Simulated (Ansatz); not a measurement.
A self-consistent single point of YZnCuP2 (P3m1, 5 atoms in the cell) with Ansatz (a program for electronic structure).

Method of the run: LDA (PW92), default PAW files made with PBE (plane waves; Ansatz).

```
YZnCuP2
1.0
    3.97527     0.00000     0.00000
   -1.98763     3.44268     0.00000
    0.00000     0.00000     6.56420
Y Zn Cu P
1 1 1 2
Direct
  0.33333   0.66667   0.99216
  0.00000   0.00000   0.37651
  0.66667   0.33333   0.63951
  0.66667   0.33333   0.25670
  0.00000   0.00000   0.74274
```

Reference input (self-consistent single point, DFT, LDA (PW92), plane waves, default PAW files made with PBE): basis.ecutwfc = 30.9 Ry; kpoints.mp_grid.grid = 7 7 4; hamiltonian.xc = lda; hamiltonian.pseudopotentials = {kind: paw} (the program's default PAW files); scf.occupations.method = gaussian; scf.occupations.width = 0.0073 Ry. This run's input differs from it in these lines:

Ansatz 0.2 input:
```diff
@@ -16,3 +16,3 @@
   mp_grid:
-    grid: [7, 7, 4]
+    grid: [12, 12, 7]
 hamiltonian:
@@ -23,4 +23,4 @@
   occupations:
-    method: gaussian
-    width: 0.0073 Ry
+    method: methfessel_paxton
+    width: 0.022 Ry
 output:
```

Output (repeated stretches shortened):

```
SCF iter   1: F=—  HF=-15003.467901 eV  |F-HF|=—  |Δ(HF+E_count)|=         —  Δρ=8.52e-3  dr2=3.54e-2  ethr=1.77e-3  ⟨swp⟩=5.8  Hψ=15282  notcnv=0
all-band conjugate gradients solve this SCF's bands
preconditioner: auto → Kerker (q_TF=auto, 2.491 Å⁻¹)
SCF iter   2: F=—  HF=-15003.460741 eV  |F-HF|=—  |Δ(HF+E_count)|=   7.16e-3  S|Δr|=    0.00e0  Δρ=3.21e-3  dr2=1.08e-2  ethr=6.81e-5  ⟨swp⟩=2.3  Hψ=6546  notcnv=0
   [... lines left out ...]
SCF iter   7: F=—  HF=-15003.457751 eV  |F-HF|=—  |Δ(HF+E_count)|=   3.91e-6  S|Δr|=    0.00e0  Δρ=3.72e-5  dr2=3.51e-6  ethr=3.60e-8  ⟨swp⟩=2.0  Hψ=4502  notcnv=0
SCF iter   8: F=—  HF=-15003.457751 eV  |F-HF|=—  |Δ(HF+E_count)|=   7.53e-7  S|Δr|=    0.00e0  Δρ=1.26e-5  dr2=2.09e-7  ethr=6.75e-9  ⟨swp⟩=2.0  Hψ=4785  notcnv=0
SCF iter   9: F=-15003.457751 eV  HF=-15003.457751 eV  |F-HF|=3.03e-8  |Δ(HF+E_count)|=   1.97e-8  S|Δr|=    0.00e0  Δρ=5.20e-6  dr2=3.32e-8  ethr=1.92e-10  ⟨swp⟩=8.7  Hψ=15766  notcnv=0
SCF 1 converged in 9 iterations: F = -15003.457751 eV  dr2 = 3.32e-8
Stability not checked (fill_not_monotonic)
Free energy (F): -15003.457751 eV
Internal energy: -15003.464139 eV  (E = F + TS)
E sigma→0 (E₀):  -15003.459348 eV
Entropy (-TS):   0.006388 eV (1.278 meV/atom)
Fermi energy:    10.793931 eV
--- Forces (eV/Å), atoms counted from 1 ---
  atom   1  Y      0.00000000    -0.00000000    -0.47256429
  atom   2  Zn     0.00000000     0.00000000     0.11105498
  atom   3  Cu    -0.00000000     0.00000000     0.16866251
  atom   4  P      0.00000000     0.00000000     0.15354072
  atom   5  P      0.00000000     0.00000000     0.03919652
--- Stress (GPa, compression-positive) ---
       -7.173963      -0.000000      -0.000000
       -0.000000      -7.173963       0.000000
       -0.000000       0.000000      -7.415939
  P = ⅓ Tr σ = -7.2546 GPa (-72.546 kbar)
  The stress holds the Pulay correction. Without it, at fixed plane waves, as pw.x and ABINIT print it: P = -7.3048 GPa
```

The run converged in 9 iterations. Against the reference run the free energy falls by 1.1 meV/atom, the pressure hardly changes (-7.26 to -7.25 GPa) and the largest force hardly changes (0.465 to 0.473 eV/Å).

The starting cell comes from a database of computed structures (which also holds hypothetical and non-ambient phases and stackings), without a prior relaxation at this level. Its lattice was rescaled by up to half a per cent. One atom was moved a little off its site on purpose. Spin polarisation is off. With a pressure of about -7 GPa the cell is away from its equilibrium volume at this level. Ansatz's pressure includes its estimate of the finite-basis (Pulay) stress.

Cost on one core of a shared machine: roughly 30 s.
